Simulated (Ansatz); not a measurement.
For zinc-blende NaI (model structure), PBEsol in Ansatz (plane waves, PAW) gives:

```
Quantity                        Value
---------------------  --------------
lattice constant a            7.061 Å
enthalpy of formation  -1.175 eV/atom
```

### Question
What does r²SCAN (Ansatz, a quantum-chemistry and plane-wave program, plane waves, PAW) give for the same quantities?

### Answer

- lattice constant a: 7.088 Å (increases by 0.4 %)
- formation enthalpy: -1.400 eV/atom (moves by -0.225 eV/atom)

Changes are worked out from the printed values.

Unless a cell is named, each level is at its own relaxed cell (PBEsol 44.00, r²SCAN 44.51 Å³/atom).

Levels without +SOC leave out spin–orbit coupling, which shifts energies and cells of such heavy elements.

Ansatz's density-functional and Hartree–Fock values are scalar-relativistic unless marked +SOC, with PAW data made under PBE.

A model structure was made by putting elements into a prototype or built by hand; it is no filed structure, need not be a known phase, and can be a saddle point held by its symmetry.
